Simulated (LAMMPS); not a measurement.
Pressure dependence of ZnSe (zinc blende) at 2340 K, from the melt.

All values are model results, not measurements: classical MD, pair style sw, file CdTeZnSeHgS0.sw; code LAMMPS.

| P (GPa) | state | volume | coordination number of Se by Zn | self-diffusion coefficient of Se (not corrected for cell size) | viscosity |
|---|---|---|---|---|---|
| 0 | liquid | 28.33 ± 0.07 Å³/atom | 3.63 (counted to 3.42 Å) | (1.25 ± 0.02) × 10^-4 cm²/s | 1.27 ± 0.09 mPa s |
| 2 | liquid | 25.058 ± 0.009 Å³/atom | 4.11 (counted to 3.46 Å) | (1.00 ± 0.02) × 10^-4 cm²/s | 1.3 ± 0.2 mPa s |
| 5 | liquid | 23.414 ± 0.004 Å³/atom | 4.53 (counted to 3.50 Å) | (7.65 ± 0.03) × 10^-5 cm²/s | - |

Caution: the real compound melts congruently only under the pressure of its own vapour and loses its more volatile element when open.

Caution (rows 2; 5): a run this short can hold a crystal over, or a liquid under, the potential's own melting point, which these runs don't give.

States go by the mean squared displacement: a species diffuses where it passes 1.5 Å², still rises and gives D over 1e-6 cm²/s; a crystal has left its structure where atoms lie 0.35 Å off their sites on average or a cubic box changes its shape by 3 %, or the axial ratios of another lie 8 % off the starting cell's, which the potential's own relaxation can also do.

Errors of D are the spread over four groups of atoms in one short run; a floor of about 5 %, a picked value, is safer.

Uncertainties are statistical and leave out the potential's own error.
